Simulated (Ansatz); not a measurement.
# ZnCu, response to strain

Consider ZnCu in the CsCl type structure (space group Pm-3m, No. 221; relaxed with 0.1 eV smearing).

```
CELL_PARAMETERS angstrom
      2.90849     0.00000     0.00000
      0.00000     2.90849     0.00000
      0.00000     0.00000     2.90849
ATOMIC_POSITIONS crystal
  Zn 0.50000 0.50000 0.50000
  Cu 0.00000 0.00000 0.00000
```

Cartesian axes are those of the cell as printed.

Strains are applied to the cell and any free atomic positions relax; under biaxial strain the out-of-plane vector relaxes too.

Method: Ansatz (a program for electronic structure) PBEsol, scalar-relativistic without spin-orbit coupling.

```json
[
 {"biaxial strain, plane normal [111], relaxed out of plane (%)": "-2.5", "out-of-plane strain (%)": "1.58"},
 {"biaxial strain, plane normal [111], relaxed out of plane (%)": "-2.08", "out-of-plane strain (%)": "1.28"},
 {"biaxial strain, plane normal [111], relaxed out of plane (%)": "-1.67", "out-of-plane strain (%)": "?"},
 {"biaxial strain, plane normal [111], relaxed out of plane (%)": "-1.25", "out-of-plane strain (%)": "0.72"},
 {"biaxial strain, plane normal [111], relaxed out of plane (%)": "-0.83", "out-of-plane strain (%)": "0.46"},
 {"biaxial strain, plane normal [111], relaxed out of plane (%)": "-0.42", "out-of-plane strain (%)": "0.23"},
 {"biaxial strain, plane normal [111], relaxed out of plane (%)": "0", "out-of-plane strain (%)": "0.00"}
]
```

### Question
Fit ε⊥ = −νε + γε² (strains in %) to the rows shown and predict the withheld row.

### Answer
Least squares on the printed values gives ν = 0.52 (the biaxial Poisson response) and γ = 0.045 (largest residual 0.00 %); this predicts 0.99 %, and the run gives 0.99 %, in agreement.

Stability against distortions was not tested. All final runs are without spin polarisation.
